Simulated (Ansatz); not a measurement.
Relaxation of the outer planes of the (110) surface of zinc-blende CdTe in its 1x1 cell (cut with top plane Cd + Te, bottom plane Cd + Te), outermost plane spacing 2.34 Å in the ideal cut.

All values below come from PBE (plane waves to 420 eV, PAW; Ansatz, a program for electronic structure).

Model: 12-atom slab, Cd6Te6, 11.7 Å thick at the start, 6x4x1 mesh, Fermi-Dirac 0.025 eV, dipole correction, all atoms relaxed; symmetry of the start imposed; no spin, no spin-orbit, no U.

| plane | atoms | bulk spacing to the next (Å) | relaxed spacing (Å) | change (%) | rumpling (Å) |
|---|---|---|---|---|---|
| 1 | Cd + Te | 2.341 | 2.109 | -9.9 | 0.82 (Te outermost) |
| 2 | Cd + Te | 2.341 | 2.387 | 2.0 | 0.23 (Cd outermost) |
